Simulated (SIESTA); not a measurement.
## Several settings converged on a (001) slab of Tc (cut from a parent of space group no. 194; 4 atoms in the cell)

```yaml
crystal:
  lattice:
    - [2.72630, 0.00000, 0.00000]
    - [-1.36315, 2.36104, 0.00000]
    - [0.00000, 0.00000, 20.55209]
  atoms:
    - { symbol: Tc, position: [0.66667, 0.33333, 0.44686] }
    - { symbol: Tc, position: [0.33333, 0.66667, 0.34060] }
    - { symbol: Tc, position: [0.66667, 0.33333, 0.65940] }
    - { symbol: Tc, position: [0.33333, 0.66667, 0.55314] }
```

Base method: GGA PBEsol, numerical atomic orbitals TZP, PseudoDojo PBEsol standard norm-conserving potentials (rewritten from UPF to PSML) (SIESTA 5.4.2).

Base settings: XC.functional = GGA; XC.authors = PBEsol; potentials = PseudoDojo PBEsol standard; PAO.BasisSize = TZP; PAO.EnergyShift = 0.005 Ry; MeshCutoff = 300 Ry; kgrid.MonkhorstPack = 6 6 1; OccupationFunction = MP; OccupationMPOrder = 0; ElectronicTemperature = 0.1 eV.

Core times come from one kind of shared machine, to one figure; runs under 30 s give none.

**The vacuum**

The mesh stays at the base's, so the ladder's end is converged at best in this setting alone.

Only quantities that move along the ladder and can be compared are tabulated; forces are left out, as grid noise moves with the cell.

| vacuum between outermost atoms (Å) | free energy less the last step's (meV/atom) | core time / last (rough) |
|---|---|---|
| 3.0 | -405.59 | 0.8 |
| 5.0 | -41.75 | 1.0 |
| 7.0 | -0.82 | 0.9 |
| 10.0 | -0.03 | 0.7 |
| 14.0 | 0.01 | 0.6 |
| 20.0 | 0.01 | 0.7 |
| 30.0 | 0.00 | 1 |

Smallest vacuum between outermost atoms (Å) that holds the free energy within 1 meV/atom of the last step, with all finer ones: 7.0; the step before is off by 42 meV/atom.

**The k-point mesh**

Only quantities that move along the ladder and can be compared are tabulated.

| kgrid.MonkhorstPack | free energy less the last step's (meV/atom) | largest difference of a force vector from the last step's (eV/Å) | core time / last (rough) |
|---|---|---|---|
| 3 3 1 | 355.58 | 0.150 | 0.2 |
| 5 5 1 | -22.50 | 0.064 | 0.2 |
| 6 6 1 | 33.90 | 0.343 | 0.2 |
| 9 9 1 | 12.43 | 0.090 | 0.2 |
| 12 12 1 | -0.99 | 0.017 | 0.3 |
| 16 16 1 | 0.91 | 0.020 | 0.3 |
| 36 36 1 | 0.00 | 0.000 | 1 |

Coarsest kgrid.MonkhorstPack that holds the free energy within 5 meV/atom of the last step, with all finer ones: 12 12 1, at about 0.3 of the last step's time; the step before is off by 12 meV/atom.

Coarsest kgrid.MonkhorstPack that holds the forces within 0.01 eV/Å: not settled: the last two steps still differ by 0.020 eV/Å, over half the tolerance, so the ladder does not show it.

**The cutoff of the real-space grid**

The mesh stays at the base's, so the ladder's end is converged at best in this setting alone.

Only quantities that move along the ladder and can be compared are tabulated.

```tsv
MeshCutoff	free energy less the last step's (meV/atom)	largest difference of a force vector from the last step's (eV/Å)	core time / last (rough)
150 Ry (161 Ry used)	-1.84	0.011	–
180 Ry (198 Ry used)	-1.33	0.008	0.4
210 Ry (212 Ry used)	-0.93	0.007	0.3
255 Ry (262 Ry used)	-0.83	0.004	0.4
300 Ry (305 Ry used)	-0.14	0.004	0.5
360 Ry (377 Ry used)	-0.17	0.001	0.6
600 Ry (643 Ry used)	0.00	0.000	1
```

Coarsest MeshCutoff that holds the free energy within 1 meV/atom of the last step, with all finer ones: 210 Ry (212 Ry used), at about 0.3 of the last step's time; the step before is off by 1.3 meV/atom.

On the base run: the starting cell has typed, rounded lattice constants, without a prior relaxation at this level. The slab is cut from that crystal, and its faces are unrelaxed. Its lattice was rescaled by up to half a per cent. Spin polarisation is off. Values carry the incompleteness of an atom-centred basis. In the base run, forces exceed 1 eV/Å. Without a gap this mesh is coarse (it stands for a supercell whose shortest in-plane vector is 16 Å).

Left out of this page: 1 run of the series outside the window shown, repeating another row's setting, or not comparable.
